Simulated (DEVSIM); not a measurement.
System: Si p+/n-/n+ power diode, at 300 K.

| layer (left to right) | material | thickness (μm) | Nd (cm⁻³) | Na (cm⁻³) | τn (s) | τp (s) |
|---|---|---|---|---|---|---|
| 1 | Si | 1.10 | - | 1.6e18 | 0.00015 | 0.00015 |
| 2 | Si | 49.0 | 1e16 | - | 0.00015 | 0.00015 |
| 3 | Si | 2.90 | 1.5e18 | - | 0.00015 | 0.00015 |

Left contact: ohmic. Right contact: ohmic. Voltage is applied to the left contact. Recombination: SRH at mid-gap, radiative. Mobility is constant in doping.

The device is made up for the run: typed textbook-type constants, with dimensions and the other settings drawn at random. Values at 300 K; Nc and Nv go as T^1.5, mobilities as T to minus their exponent, the gap by Varshni's rule with the affinity fixed.

```csv
parameter,Si
gap (eV),1.124
affinity (eV),4.05
permittivity,11.7
Nc (cm⁻³),2.86e19
Nv (cm⁻³),3.1e19
μn (cm²/Vs),1417
μp (cm²/Vs),470
T exponent of μn,2.3
T exponent of μp,2.2
B (cm³/s),4.7e-15
Varshni α (eV/K),0.000473
Varshni β (K),636
```

DEVSIM, 1D drift-diffusion, Boltzmann statistics, complete ionisation; no tunnelling, impact ionisation, image-force lowering or self-heating.

The temperature was swept, all else fixed.

```csv
temperature (K),potential step across the device at zero bias (V),dark forward voltage at 100 A/cm² (V),dark forward voltage at 1 A/cm² (V)
250,1.021,0.891,0.771
300,0.971,0.825,0.678
350,0.918,0.757,0.583
400,0.863,0.688,0.485
450,0.805,(withheld),(withheld)
500,0.745,0.546,0.286
```

Problem. Some entries are withheld; supply them.

Solution. 
- 450, dark forward voltage at 100 A/cm² (V): 0.618
- 450, dark forward voltage at 1 A/cm² (V): 0.386
